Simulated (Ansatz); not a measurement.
Base system: BN in the wurtzite structure (space group P6_3mc, No. 186).

```xyz
4
Lattice="2.5545 0.0000 0.0000 -1.2773 2.2123 0.0000 0.0000 0.0000 4.2246" Properties=species:S:1:pos:R:3 pbc="T T T"
B      1.2773     0.7374     4.2242
B      0.0000     1.4749     2.1119
N      1.2773     0.7374     2.6416
N      0.0000     1.4749     0.5293
```

Cartesian axes are those of the cell as printed.

The values are results of plane-wave PAW DFT at the PBE level (Ansatz, a first-principles code, 420 eV), no spin-orbit coupling, not measurements.

Strains are applied to the cell and any free atomic positions relax; under biaxial strain the out-of-plane vector relaxes too.

One change was made to it. Results:

The pressure (mean of the normal stresses, compression positive) goes from zero to -15.41 GPa; the band gap rises by 0.157 eV to 5.38 eV; the valence-band top at Γ (three highest levels, from the VBM) becomes 0.00, 0.00, -0.18 eV (base: 0.00, 0.00, -0.26 eV).

**Question.** Which of these changes matches the shifts?
(A) biaxial strain +0.83 %, plane normal [001], relaxed out of plane
(B) biaxial strain +2.49 %, plane normal [001], relaxed out of plane
(C) isotropic strain +4.82 %

**Answer.** B, biaxial strain +2.49 %, plane normal [001], relaxed out of plane. For comparison, the band gap in the other runs: biaxial strain +0.83 %, plane normal [001], relaxed out of plane gives 5.29 eV; isotropic strain +4.82 % gives 5.46 eV.

No phonon test of stability was made.
